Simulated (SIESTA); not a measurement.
Worked example: self-consistent single point of MgPd5 (R3, 6 atoms in the cell) in SIESTA.

Method: GGA PBEsol, numerical atomic orbitals DZP, PseudoDojo PBEsol standard norm-conserving potentials (rewritten from UPF to PSML) in SIESTA 5.4.2.

The change in words: lattice scaled by 0.98; kgrid.MonkhorstPack: 4 4 4 → 5 5 5; ElectronicTemperature: 100 meV → 50 meV. Reference geometry:
```
MgPd5
1.0
    2.41505     1.39433     4.57238
   -2.41505     1.39433     4.57238
    0.00000    -2.78865     4.57238
Mg Pd
1 5
Cartesian
  0.00000   0.00000   0.05000
 -0.80096   1.38731   6.85856
 -0.80096  -1.38731   6.85856
  1.60192   0.00000   6.85856
  0.00000   0.00000   4.55042
  0.00000   0.00000   9.16670
```

Reference input (self-consistent single point, DFT, GGA PBEsol, numerical atomic orbitals DZP, PseudoDojo PBEsol standard norm-conserving potentials (rewritten from UPF to PSML)): XC.functional = GGA; XC.authors = PBEsol; potentials = PseudoDojo PBEsol standard; PAO.BasisSize = DZP; PAO.EnergyShift = 0.01 Ry; MeshCutoff = 300 Ry; kgrid.MonkhorstPack = 4 4 4; OccupationFunction = MP; OccupationMPOrder = 0; ElectronicTemperature = 100 meV; MaxSCFIterations = 150; SCF.Mixer.Method = Pulay. This run's input differs from it in these lines:

```diff
@@ -12,5 +12,5 @@
 %block LatticeVectors
-     2.415045000    1.394327000    4.572375000
-    -2.415045000    1.394327000    4.572375000
-     0.000000000   -2.788654000    4.572375000
+     2.366744000    1.366440000    4.480928000
+    -2.366744000    1.366440000    4.480928000
+     0.000000000   -2.732881000    4.480928000
 %endblock LatticeVectors
@@ -18,8 +18,8 @@
 %block AtomicCoordinatesAndAtomicSpecies
-     0.000000000    0.000000000    0.049998921  1
-    -0.800961749    1.387306564    6.858562500  2
-    -0.800961749   -1.387306564    6.858562500  2
-     1.601923499    0.000000000    6.858562500  2
-    -0.000000000   -0.000000000    4.550423028  2
-    -0.000000000    0.000000000    9.166701972  2
+    -0.000000000   -0.000000004    0.048998948  1
+    -0.784942481    1.359559806    6.721392000  2
+    -0.784942481   -1.359560806    6.721392000  2
+     1.569884963   -0.000000500    6.721392000  2
+     0.000000000   -0.000000332    4.459415065  2
+    -0.000000000   -0.000000668    8.983368935  2
 %endblock AtomicCoordinatesAndAtomicSpecies
@@ -32,5 +32,5 @@
 %block kgrid.MonkhorstPack
-    4   0   0  0.0
-    0   4   0  0.0
-    0   0   4  0.0
+    5   0   0  0.0
+    0   5   0  0.0
+    0   0   5  0.0
 %endblock kgrid.MonkhorstPack
@@ -38,3 +38,3 @@
 OccupationMPOrder            0
-ElectronicTemperature        100.0 meV
+ElectronicTemperature        50.0 meV
```

The program printed (abridged):

```
        iscf     Eharris(eV)        E_KS(eV)     FreeEng(eV)     dDmax    Ef(eV) dHmax(eV)
   scf:    1   -19923.417166   -19957.286913   -19957.297222  1.331592 -4.874960  4.372983
   scf:    2   -19957.541893   -19957.893266   -19957.909639  0.086547 -5.187538  4.003442
   scf:    3   -19958.139462   -19958.210046   -19958.222552  0.042889 -5.243420  3.275287
   scf:    4   -19958.378174   -19958.332567   -19958.346213  0.041267 -5.375224  2.066484
   scf:    5   -19958.358846   -19958.352490   -19958.366297  0.032344 -5.338106  0.133040
   [... 4 lines left out ...]
   scf:   10   -19958.355223   -19958.355224   -19958.368961  0.000148 -5.363776  0.001364
   scf:   11   -19958.355216   -19958.355220   -19958.368962  0.000152 -5.364106  0.000326
   scf:   12   -19958.355217   -19958.355218   -19958.368962  0.000050 -5.364241  0.000068
   scf:   13   -19958.355218   -19958.355218   -19958.368962  0.000002 -5.364248  0.000053
SCF Convergence by DM+H criterion
max |DM_out - DM_in|         :     0.0000022774
max |H_out - H_in|      (eV) :     0.0000533770
SCF cycle converged after 13 iterations

Using DM_out to compute the final energy and forces

siesta: E_KS(eV) =           -19958.3552

siesta: E_KS - E_eggbox =    -19958.3552

siesta: Atomic forces (eV/Ang):
     1   -0.000000    0.000000   -0.332014
     2    0.105481   -0.012636    0.120743
     3   -0.041774    0.097655    0.120742
     4   -0.063706   -0.085018    0.120742
     5    0.000000    0.000000    0.025782
     6   -0.000000   -0.000000   -0.073212
   Tot    0.000001    0.000001   -0.017217
   Max    0.332014
   Res    0.103775    sqrt( Sum f_i^2 / 3N )
   Max    0.332014    constrained

   [... lines left out ...]
siesta: FreeEng =    -19958.368962
siesta: Cell volume =         86.948316 Ang**3
siesta:          29.20781530         18.93615113  kBar
   [... lines left out ...]
              0.252   1.716   1.622   1.689   1.622   1.716   0.107   0.149

              0.110   0.149   0.107

mulliken: Qtot =      100.000

Mulliken Atomic Populations:
Atom #   charge [q] valence [e]  Species
     1     0.533681    9.466319  Mg
     2    -0.093296   18.093296  Pd
     3    -0.093296   18.093296  Pd
     4    -0.093297   18.093297  Pd
     5    -0.124637   18.124637  Pd
     6    -0.129154   18.129154  Pd
 Total     0.000000
```

The run converged in 13 iterations. Against the reference run the free energy goes down by 13.2 meV/atom, the pressure goes from -7.13 to 2.92 GPa and the largest force goes from 0.269 to 0.332 eV/Å.

The starting cell comes from a database of computed structures (which also holds hypothetical and non-ambient phases and stackings), without a prior relaxation at this level. Its lattice was rescaled by up to half a per cent. One atom was moved a little off its site on purpose. For this run, on top of that: lattice scaled by 0.98. Spin polarisation is off. Values carry the incompleteness of an atom-centred basis.

Cost on one core of a shared machine: roughly 50 s.
